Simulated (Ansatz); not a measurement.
(Si)1/(GaP)7 zinc blende (110) superlattice on Si, space group Pmm2.

The geometry comes from a PBE relaxation.

```yaml
crystal:
  lattice:
    - [3.86904, 0.00000, 0.00000]
    - [0.00000, 5.46735, 0.00000]
    - [0.00000, 0.00000, 15.60399]
  atoms:
    - { symbol: Si, position: [0.00000, 0.98253, 0.00000] }
    - { symbol: Si, position: [0.50000, 0.22605, 0.00000] }
    - { symbol: Ga, position: [0.50000, 0.49108, 0.12285] }
    - { symbol: P, position: [0.00000, 0.74902, 0.12269] }
    - { symbol: Ga, position: [0.00000, 0.00672, 0.24833] }
    - { symbol: P, position: [0.50000, 0.25741, 0.25095] }
    - { symbol: Ga, position: [0.50000, 0.50479, 0.37546] }
    - { symbol: P, position: [0.00000, 0.75622, 0.37400] }
    - { symbol: Ga, position: [0.00000, 0.00491, 0.50000] }
    - { symbol: P, position: [0.50000, 0.25604, 0.50000] }
    - { symbol: Ga, position: [0.50000, 0.50479, 0.62454] }
    - { symbol: P, position: [0.00000, 0.75622, 0.62600] }
    - { symbol: Ga, position: [0.00000, 0.00672, 0.75167] }
    - { symbol: P, position: [0.50000, 0.25741, 0.74905] }
    - { symbol: Ga, position: [0.50000, 0.49108, 0.87715] }
    - { symbol: P, position: [0.00000, 0.74902, 0.87731] }
```

The numbers are results of HSE06 (plane waves to 420 eV, PAW; Ansatz, an electronic-structure program), not measurements. Scalar-relativistic, without spin–orbit coupling. Its k-point mesh 4×3×1, Fermi–Dirac width 0.01 eV. HSE06 ran on meshes of its own (4×3×1); its edges and gaps are taken over the mesh and over extra points off it, mostly where PBE has its edges.

Q: List the levels next to the gap at (0.500, 0.500, 0.000) of this cell's own (folded) zone, from the top of the valence band (the table ends after a fixed count of bands, which can cut a degenerate set).

A: 
```csv
band,E − E_v (eV)
v4,-1.684
v3,-1.388
v2,-1.031
v1,-0.853
c1,1.972
c2,2.517
c3,3.951
c4,4.042
```
